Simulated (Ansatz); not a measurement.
L1₀ (CuAu-type) FePt was calculated with rVV10 (plane waves, PAW; Ansatz, a first-principles code).

Numerical settings: plane-wave cutoff 520 eV, 20×20×16 k mesh (along the axes of the cell as run), Fermi–Dirac smearing 0.05 eV, spin-polarised with parallel moments, scalar-relativistic PAW data made under PBE.

Cell (relaxed at this level):

```yaml
crystal:
  lattice:
    - [2.75030, 0.00000, 0.00000]
    - [0.00000, 2.75030, 0.00000]
    - [0.00000, 0.00000, 3.78460]
  atoms:
    - { symbol: Fe, position: [0.00000, 0.00000, 0.00000], spin: 3.0 }
    - { symbol: Pt, position: [0.50000, 0.50000, 0.50000] }
```

Problem. Predict the bulk modulus B0, magnetic moment (largest site, within a sphere) and pressure derivative B′ of the bulk modulus.

Solution. 
bulk modulus B0: 196 GPa
magnetic moment (largest site, within a sphere): 2.94 μB
pressure derivative B′ of the bulk modulus: 5.0

The run finds no gap.

Measured, for comparison: bulk modulus 208 GPa (room temperature, not corrected to a static lattice; as tabulated in First-principles calculations on Fe-Pt nanoclusters of various morphologies). Computed (rounded) less measured: bulk modulus -6 %.

Note: the bulk modulus comes from volumes at which shape and atoms were relaxed.

Spins in the cell block are starting values.

Moments are spin moments.

Spin–orbit coupling is not included.

Computed values are for the static lattice.
